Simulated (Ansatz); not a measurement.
Input and output of a self-consistent single point for Tc3Ge (Fm-3m, 4 atoms in the cell) (Ansatz, a quantum-chemistry and plane-wave program).

Method of the run: PBEsol, harder PAW files (source: ansatz) made with PBE (plane waves; Ansatz).

```yaml
crystal:
  lattice:
    - [0.00000, 3.30394, 3.30394]
    - [3.30394, 0.00000, 3.30394]
    - [3.30394, 3.30394, 0.00000]
  atoms:
    - { symbol: Ge, position: [0.00000, 0.00000, 0.00000] }
    - { symbol: Tc, position: [0.50000, 0.50000, 0.50000] }
    - { symbol: Tc, position: [0.25000, 0.25000, 0.25000] }
    - { symbol: Tc, position: [0.75000, 0.75000, 0.75000] }
```

Reference input (self-consistent single point, DFT, PBEsol, plane waves, harder PAW files (source: ansatz) made with PBE): basis.ecutwfc = 820 eV; kpoints.mp_grid.grid = 7 7 7; hamiltonian.xc = pbesol; hamiltonian.pseudopotentials = {kind: paw, source: ansatz}; scf.occupations.method = methfessel_paxton; scf.occupations.width = 0.272 eV. This run's input differs from it in these lines:

Ansatz 0.2 input:
```diff
@@ -19,3 +19,3 @@
 scf:
-  occupations: { method: methfessel_paxton, width: 0.272 }
+  occupations: { method: methfessel_paxton, width: 0.5 }
 output:
```

The program printed (abridged):

```
SCF iter   1: F=—  HF=-20268.569525 eV  |F-HF|=—  |Δ(HF+E_count)|=         —  Δρ=4.89e-2  dr2=2.23e0  ethr=3.10e-3  ⟨swp⟩=5.2  Hψ=2567  notcnv=0
all-band conjugate gradients solve this SCF's bands
preconditioner: auto → Kerker (q_TF=auto, 2.638 Å⁻¹)
SCF iter   2: F=—  HF=-20268.111217 eV  |F-HF|=—  |Δ(HF+E_count)|=   4.58e-1  S|Δr|=    0.00e0  Δρ=2.86e-2  dr2=8.56e-1  ethr=3.10e-3  ⟨swp⟩=1.9  Hψ=1032  notcnv=0
   [... lines left out ...]
SCF iter   6: F=—  HF=-20267.805704 eV  |F-HF|=—  |Δ(HF+E_count)|=   4.75e-5  S|Δr|=    0.00e0  Δρ=9.58e-5  dr2=7.78e-6  ethr=1.81e-7  ⟨swp⟩=2.7  Hψ=1344  notcnv=0
SCF iter   7: F=—  HF=-20267.805862 eV  |F-HF|=—  |Δ(HF+E_count)|=   1.58e-4  S|Δr|=    0.00e0  Δρ=2.08e-5  dr2=3.40e-7  ethr=1.32e-8  ⟨swp⟩=2.4  Hψ=1363  notcnv=0
SCF iter   8: F=-20267.805861 eV  HF=-20267.805861 eV  |F-HF|=5.21e-9  |Δ(HF+E_count)|=   6.90e-8  S|Δr|=    0.00e0  Δρ=3.47e-6  dr2=8.12e-9  ethr=1.69e-10  ⟨swp⟩=9.5  Hψ=4152  notcnv=0
SCF 1 converged in 8 iterations: F = -20267.805861 eV  dr2 = 8.12e-9
Stability not checked (fill_not_monotonic)
Free energy (F): -20267.805861 eV
Internal energy: -20267.784728 eV  (E = F + TS)
E sigma→0 (E₀):  -20267.800578 eV
Entropy (-TS):   -0.021133 eV (-5.283 meV/atom)
Fermi energy:    16.046166 eV
--- Forces (eV/Å), atoms counted from 1 ---
  atom   1  Ge     0.00000000    -0.00000000    -0.00000000
   [... zero for the other atoms too ...]
--- Stress (GPa, compression-positive) ---
      -38.918097       0.000000       0.000000
        0.000000     -38.918097       0.000000
        0.000000      -0.000000     -38.918097
  P = ⅓ Tr σ = -38.9181 GPa (-389.181 kbar)
  The stress holds the Pulay correction. Without it, at fixed plane waves, as pw.x and ABINIT print it: P = -38.9316 GPa
```

The run converged in 8 iterations. Against the reference run the free energy drops by 2.6 meV/atom and the pressure hardly changes (-38.94 to -38.92 GPa).

The starting cell was generated: these elements placed on a structure prototype, without a prior relaxation; it need not be a known phase or ordering of this composition. Spin polarisation is off. With a pressure of about -39 GPa the cell is away from its equilibrium volume at this level. Ansatz's pressure includes its estimate of the finite-basis (Pulay) stress.
